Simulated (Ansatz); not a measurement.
## Pressure series in NiSi2

Base system: NiSi2 (space group Fm-3m, No. 225; non-magnetic).

Space group Fm-3m (No. 225); a = 5.387 Å, b = 5.387 Å, c = 5.387 Å, α = 90.00°, β = 90.00°, γ = 90.00°

```
atom  site  symmetry       x       y       z
----  ----  --------  ------  ------  ------
Ni      4a      m-3m  0.0000  0.0000  0.0000
Si      8c      -43m  0.2500  0.2500  0.2500
```
(The calculation used a cell of 3 atoms; values per cell refer to that cell.)

Cell and atoms are relaxed at each pressure.

All numbers come from r2SCAN (Ansatz, an electronic-structure program; PAW; 500 eV plane waves; spin-orbit coupling left out).

Notes on the quantities. enthalpy: H = E + PV relative to the base's energy.

```json
[
 {"case": "base", "shortest interatomic distance": "2.333 Å", "enthalpy": "–"},
 {"case": "pressure −2 GPa", "shortest interatomic distance": "2.342 Å", "enthalpy": "-0.16 eV/atom"},
 {"case": "pressure −1 GPa", "shortest interatomic distance": "2.337 Å", "enthalpy": "-0.08 eV/atom"},
 {"case": "pressure 3 GPa", "shortest interatomic distance": "…", "enthalpy": "+0.24 eV/atom"},
 {"case": "pressure 7 GPa", "shortest interatomic distance": "2.302 Å", "enthalpy": "+0.56 eV/atom"},
 {"case": "pressure 15 GPa", "shortest interatomic distance": "2.273 Å", "enthalpy": "+1.17 eV/atom"},
 {"case": "pressure 30 GPa", "shortest interatomic distance": "2.231 Å", "enthalpy": "+2.27 eV/atom"},
 {"case": "pressure 50 GPa", "shortest interatomic distance": "…", "enthalpy": "+3.65 eV/atom"},
 {"case": "pressure 75 GPa", "shortest interatomic distance": "2.143 Å", "enthalpy": "+5.27 eV/atom"},
 {"case": "pressure 100 GPa", "shortest interatomic distance": "2.108 Å", "enthalpy": "+6.81 eV/atom"}
]
```

Q: What belongs in the blanks?

A: 
- pressure 3 GPa, shortest interatomic distance: 2.319 Å
- pressure 50 GPa, shortest interatomic distance: 2.187 Å

Load acts through the strain it causes; cell and atoms are relaxed under it. Whether these cells are dynamically stable was not tested. No other phases were tried under pressure. Starting moments died away, wholly or in part, for the base; another magnetic solution may exist. All final runs are without spin polarisation.
